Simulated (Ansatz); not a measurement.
The reference is CsSnI3 in the cubic perovskite structure (space group Pm-3m, No. 221; a = 6.031 Å).

All numbers come from DFT with LDA, PAW potentials and a 420 eV plane-wave cutoff in Ansatz (a quantum-chemistry and plane-wave program), scalar-relativistic without spin-orbit coupling.

Strains are applied to the cell and any free atomic positions relax.

One change was made to it. Results:

The pressure goes from zero to -1.0 GPa; the energy increases by 7.9 meV/atom; the band gap becomes 0.16 eV (base: zero).

Task: What was done to the base?
A) isotropic strain +2.40 %
B) isotropic strain +1.80 %
C) isotropic strain +0.60 %

Result: B, isotropic strain +1.80 %. For comparison, the band gap in the other runs: isotropic strain +2.40 % gives 0.24 eV; isotropic strain +0.60 % gives zero.

With I present, leaving out spin-orbit coupling can change the band edges. Whether these cells are dynamically stable was not tested. The final runs are not spin-polarised. Many cubic perovskites are stable only at high temperature; tilts and polar distortions were not tested. The zero or small gap of CsSnI3 can change with the level of theory.
